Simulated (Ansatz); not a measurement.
Consider Sr in the fcc (Cu type) structure (space group Fm-3m, No. 225).

```xyz
1
Lattice="0.0000 3.0499 3.0499 3.0499 0.0000 3.0499 3.0499 3.0499 0.0000" Properties=species:S:1:pos:R:3 pbc="T T T"
Sr     0.0000     0.0000     0.0000
```

Cartesian axes are those of the cell as printed.

Method: r2SCAN, PAW, 500 eV (Ansatz, a quantum-chemistry and plane-wave program; scalar-relativistic without spin-orbit coupling).

Before the change:

- Volume per atom = 56.74 Å³

The change: uniaxial stress, 3 GPa compression along x, with the cell and atoms free to relax against it.

Question: How does this affect the volume per atom and energy relative to the base?

Answer: The volume per atom decreases by 3.86 Å³ to 52.88 Å³; the energy rises by 67 meV/atom.

Load acts through the strain it causes; cell and atoms are relaxed under it. Beyond what the load breaks, stability against distortions was not tested. Under uniaxial stress, 3 GPa compression along x the cell changed shape so far that it is another structure.
